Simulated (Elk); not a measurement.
Elk is run on NaF (Fm-3m, 2 atoms in the cell), and the run fails. The aim is a self-consistent single point with DFT, PBE, all-electron FP-LAPW, Elk's shipped species files, LAPW+lo basis.

Cell that was meant: a = 3.2327 Å, b = 3.2327 Å, c = 3.2327 Å, α = 60.00°, β = 60.00°, γ = 60.00°.

Part of the input:

```
  'Na.in'   : spfname
  1   : natoms; atposl, bfcmt below
  0.0000000000  0.0000000000  0.0000000000    0.0 0.0 0.0
  'f.in'   : spfname
  1   : natoms; atposl, bfcmt below
  0.5000000000  0.5000000000  0.5000000000    0.0 0.0 0.0
```

Output, abridged:

```
│ Elk code version 10.2.4 started │

Error(readspecies): error opening species file f.in
```

### Question
Read the log: what does the program object to, and what is the fix?

### Answer
The fault is a potential or basis that cannot be found (species file name in the wrong case). The input names a file or set that is not where the program looks, or that does not exist under that name. To fix it, correct the name or place the file. The program stopped before any SCF iteration.

The sound input it was made from differs as follows (other fixes are possible):
```diff
-  'f.in'   : spfname
+  'F.in'   : spfname
```

With that input, the run converged in 15 iterations: free energy E − TS -7143.1483 eV; pressure from finite strains at a fixed basis (rough; not comparable with other codes) 3.19 GPa; top of the valence band (on the code's own zero) -2.15 eV; gap on the k-point mesh 6.58 eV (DFT, PBE, all-electron FP-LAPW, Elk's shipped species files, LAPW+lo basis).

On the sound input: the starting cell comes from a database of computed structures (which also holds hypothetical and non-ambient phases and stackings), without a prior relaxation at this level. Values depend on the basis (sphere radii, cutoffs, local orbitals), which need not be converged.
